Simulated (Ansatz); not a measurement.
La2O3: pressure series

Start from La2O3 (space group P-3m1, No. 164).

```xyz
5
Lattice="3.9403 0.0000 0.0000 -1.9701 3.4124 0.0000 0.0000 0.0000 6.1880" Properties=species:S:1:pos:R:3 pbc="T T T"
La     0.0000     2.2749     1.5308
La     1.9701     1.1375     4.6572
O      0.0000     0.0000     0.0000
O      0.0000     2.2749     3.9930
O      1.9701     1.1375     2.1950
```

Cell and atoms are relaxed at each pressure.

Level of theory: PBE (Ansatz, a first-principles code), scalar-relativistic without spin-orbit coupling.

```csv
variant,c/a ratio,lattice parameter a,band gap
base,1.570,3.940 Å,3.83 eV
pressure −2 GPa,1.582,3.955 Å,3.82 eV
pressure −1 GPa,1.576,3.948 Å,3.83 eV
pressure 3 GPa,1.553,3.921 Å,3.85 eV
pressure 7 GPa,1.529,3.899 Å,3.87 eV
pressure 15 GPa,1.482,3.869 Å,3.84 eV
pressure 30 GPa,1.410,3.829 Å,3.74 eV
pressure 50 GPa,[?],[?],[?]
pressure 75 GPa,1.335,3.709 Å,3.68 eV
pressure 100 GPa,1.321,3.651 Å,3.62 eV
```

**Question.** What belongs in the blanks?

**Answer.** 
- pressure 50 GPa, c/a ratio: 1.362
- pressure 50 GPa, lattice parameter a: 3.775 Å
- pressure 50 GPa, band gap: 3.70 eV

Load acts through the strain it causes; cell and atoms are relaxed under it. No phonon test of stability was made. Competing high-pressure phases were not computed.
